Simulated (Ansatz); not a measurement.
For SiC (model structure, P6₂22, No. 180, 6 atoms in the cell), LDA in Ansatz (plane waves, PAW) gives:

| Quantity | Result |
|---|---|
| lattice parameter a | 3.047 Å |
| lattice parameter c | 6.989 Å |
| cohesive energy | 6.86 eV/atom |
| band gap | 0.83 eV |

### Question
What does r²SCAN+rVV10 (PAW; Ansatz, a program for electronic structure) give for the same quantities?

### Answer

- lattice constant a: 3.069 Å (increases by 0.7 %)
- lattice parameter c: 7.035 Å (goes up by 0.7 %)
- cohesive energy: 5.96 eV/atom (shrinks by 0.90 eV/atom)
- band gap: 1.16 eV (goes up by 0.33 eV)

Changes are worked out from the printed values.

Unless a cell is named, each level is at its own relaxed cell (LDA 9.36, r²SCAN+rVV10 9.57 Å³/atom).

Density-functional gaps are differences of (generalised) Kohn–Sham levels.

Ansatz's density-functional and Hartree–Fock values are scalar-relativistic unless marked +SOC, with PAW data made under PBE.

A model structure was made by putting elements into a prototype or built by hand; it is no filed structure, need not be a known phase, and can be a saddle point held by its symmetry.
